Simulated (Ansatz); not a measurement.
**A computed series for SnS2: response to strain**

The parent structure is SnS2 in the CdI2 type structure (space group P-3m1, No. 164; layered, stacked along the Cartesian z axis).

```yaml
crystal:
  lattice:
    - [3.66939, 0.00000, 0.00000]
    - [-1.83470, 3.17779, 0.00000]
    - [0.00000, 0.00000, 5.80621]
  atoms:
    - { symbol: Sn, position: [0.00000, 0.00000, 0.00000] }
    - { symbol: S, position: [0.33333, 0.66667, 0.25460] }
    - { symbol: S, position: [0.66667, 0.33333, 0.74540] }
```

Cartesian axes are those of the cell as printed.

Strains are applied to the cell and any free atomic positions relax; under biaxial strain the out-of-plane vector relaxes too.

Calculations: PBE-D3(BJ), PAW, 420 eV (Ansatz, an electronic-structure program; no SOC).

Computed cases, in order: biaxial strain −4.10 %, plane normal [001], relaxed out of plane; biaxial strain −3.86 %, plane normal [001], relaxed out of plane; biaxial strain −3.59 %, plane normal [001], relaxed out of plane; the unstrained base; biaxial strain +2.30 %, plane normal [001], relaxed out of plane; biaxial strain +4.81 %, plane normal [001], relaxed out of plane.

Q: Between which two neighbouring cases does the gap turn between direct and indirect?

A: Between biaxial strain +2.30 %, plane normal [001], relaxed out of plane (0.99 eV, indirect, Γ → k = (0, 0.400, -1/3) in the run's primitive reciprocal basis) and biaxial strain +4.81 %, plane normal [001], relaxed out of plane (0.46 eV, direct at Γ). The whole series: biaxial strain −4.10 %, plane normal [001], relaxed out of plane: 1.29 eV, indirect, k = (0, 0.100, 0.167) in the run's primitive reciprocal basis → L–M (17 % along); biaxial strain −3.86 %, plane normal [001], relaxed out of plane: 1.31 eV, indirect, k = (0, 0.100, 0.167) in the run's primitive reciprocal basis → L–M (17 % along); biaxial strain −3.59 %, plane normal [001], relaxed out of plane: 1.33 eV, indirect, k = (0, 0.100, 0.167) in the run's primitive reciprocal basis → L–M (33 % along); the unstrained base: 1.27 eV, indirect, K–Γ (87 % along) → k = (0, 0.400, 1/3) in the run's primitive reciprocal basis; biaxial strain +2.30 %, plane normal [001], relaxed out of plane: 0.99 eV, indirect, Γ → k = (0, 0.400, -1/3) in the run's primitive reciprocal basis; biaxial strain +4.81 %, plane normal [001], relaxed out of plane: 0.46 eV, direct at Γ.

Stability against distortions was not tested.
